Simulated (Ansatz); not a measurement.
composition Si2Mo, cell Si32Mo16, held well above this temperature first [in the run: it was liquid; mean temperature 2860 K (target 2880 K)]; MD at a mean temperature of 2860 K and a mean pressure of 1.9 GPa, 7.2 ps sampled (in preparation the cell's shape was held), k-points: one point, (1/4, 1/4, 1/4), no spin polarisation or spin-orbit coupling.

Prepared at the same level. The atoms began on random sites, so units and networks may differ from a laboratory melt's. Atoms moved only 3.0 Å² (mean square) in the hot stage, so mixing may be incomplete. The cell wasn't fully relaxed to the target pressure: the run's mean is 1.9 GPa. On the run's last frame a denser k-mesh moved the forces by 0.083 eV/Å rms, the static pressure by -0.05 GPa and the free energy by 0 meV/atom, which is about how far such values are converged. Warnings of the run: stress scf threshold loose, symmetry auto disabled.

### Question
Estimate the volume per atom; Mo-Si-Si angle that PBE in Ansatz (a quantum-chemistry and plane-wave program) returns for this input.

### Answer

The volume per atom comes out as 17.1 Å³ and the Mo-Si-Si angle is mean 94°, spread 35°, most frequent near 56°.
